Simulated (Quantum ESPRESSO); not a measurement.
Worked example: self-consistent single point of PtSe₂ (P-3m1, 3 atoms in the cell) in Quantum ESPRESSO.

Computed with PBE, PSlibrary ultrasoft (PBE) pseudopotentials (plane waves; Quantum ESPRESSO).

The change in words: lattice scaled by 0.98. Reference geometry:
```xyz
3
Lattice="3.6375 0.0000 0.0000 -1.8187 3.1502 0.0000 0.0000 0.0000 4.9540" Properties=species:S:1:pos:R:3 pbc="T T T"
Pt     0.0000     0.0000     0.0000
Se     0.0000     2.1001     1.2633
Se     1.8187     1.0501     3.6907
```

Reference input (self-consistent single point, DFT, PBE, plane waves, PSlibrary ultrasoft (PBE) pseudopotentials): ecutwfc = 45 Ry; ecutrho = 450 Ry; occupations = smearing; smearing = fd; degauss = 0.00147 Ry; potentials = {Pt: Pt.pbe-n-rrkjus_psl.1.0.0.UPF, Se: Se.pbe-n-rrkjus_psl.1.0.0.UPF}; K_POINTS = automatic 8 8 5 0 0 0; conv_thr = 1e-11 Ry. This run's input differs from it in these lines:

```diff
@@ -10,4 +10,4 @@
    ibrav = 4
-   A = 3.63749603
-   C = 4.95401600
+   A = 3.56474623
+   C = 4.85493600
    nat = 3
```

Output (repeated stretches shortened):

```
     Self-consistent Calculation

     iteration #  1     ecut=    45.00 Ry     beta= 0.70

     total energy              =    -106.87732268 Ry
     estimated scf accuracy    <       0.22149951 Ry

     iteration #  2     ecut=    45.00 Ry     beta= 0.70

     total energy              =    -106.89573653 Ry
     estimated scf accuracy    <       0.66473553 Ry

     iteration #  3     ecut=    45.00 Ry     beta= 0.70

     total energy              =    -107.00541034 Ry
     estimated scf accuracy    <       0.00248935 Ry

   [... 7 blocks of this kind left out ...]

     iteration # 11     ecut=    45.00 Ry     beta= 0.70

     total energy              =    -107.00846084 Ry
     estimated scf accuracy    <          1.2E-10 Ry

     iteration # 12     ecut=    45.00 Ry     beta= 0.70
     End of self-consistent calculation

     the Fermi energy is    12.5771 ev

!    total energy              =    -107.00846084 Ry
     estimated scf accuracy    <          1.0E-12 Ry
     smearing contrib. (-TS)   =      -0.00008413 Ry
     internal energy E=F+TS    =    -107.00837671 Ry

     convergence has been achieved in  12 iterations

     Forces acting on atoms (cartesian axes, Ry/au):

     atom    1 type  1   force =     0.00000000    0.00000000    0.00000000
     atom    2 type  2   force =    -0.00000000   -0.00000000    0.09656065
     atom    3 type  2   force =     0.00000000    0.00000000   -0.09656065

     Total force =     0.136557     Total SCF correction =     0.000001

          total   stress  (Ry/bohr**3)                   (kbar)     P=      324.38
   0.00246406   0.00000000   0.00000000          362.48        0.00        0.00
   0.00000000   0.00246406   0.00000000            0.00      362.48        0.00
   0.00000000   0.00000000   0.00168722            0.00        0.00      248.20

   JOB DONE.
```

The run converged in 12 iterations. Against the reference run the free energy goes up by 175 meV/atom, the pressure goes from 18.60 to 32.44 GPa and the largest force goes from 1.407 to 2.483 eV/Å. The full log also holds: “c_bands:  1 eigenvalues not converged”.

The starting cell has typed, rounded lattice constants, without a prior relaxation at this level. Its lattice was rescaled by a random factor within 2.5 % of one. For this run, on top of that: lattice scaled by 0.98. Spin-orbit coupling is off. Spin polarisation is off. With a pressure of about 32 GPa the cell is away from its equilibrium volume at this level. Forces in this geometry exceed 1 eV/Å.
